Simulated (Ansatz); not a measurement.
Base system: BN in the wurtzite structure (space group P6_3mc, No. 186; a = 2.555 Å, c = 4.225 Å).

The values are results of DFT with PBE, PAW potentials and a 420 eV plane-wave cutoff in Ansatz (an electronic-structure program), without spin-orbit coupling, not measurements.

Carriers are added at fixed cell with a uniform background; the Fermi–Dirac width is that of 300 K.

One change was made to it. Results:

```tsv
quantity	base	after
Fermi level relative to the doped band's edge (positive inside the band; to 0.05 eV)	–	+0.50 eV
gap character	indirect, Γ → K	indirect, Γ → K
gap between the host's bands	5.23 eV	5.13 eV
```

Which of these changes matches the shifts?
A) holes 1.0×10^22 cm⁻³
B) holes 1.0×10^21 cm⁻³
C) electrons 1.0×10^21 cm⁻³

C, electrons 1.0×10^21 cm⁻³. For comparison, the Fermi level from band edge in the other runs: holes 1.0×10^21 cm⁻³ gives +0.25 eV; holes 1.0×10^22 cm⁻³ gives +0.95 eV.

Carriers are added with a uniform compensating background; total energy and stress of such cells depend on the potential's zero and are not compared; many-body gap narrowing is missing at this level. Stability against distortions was not tested.
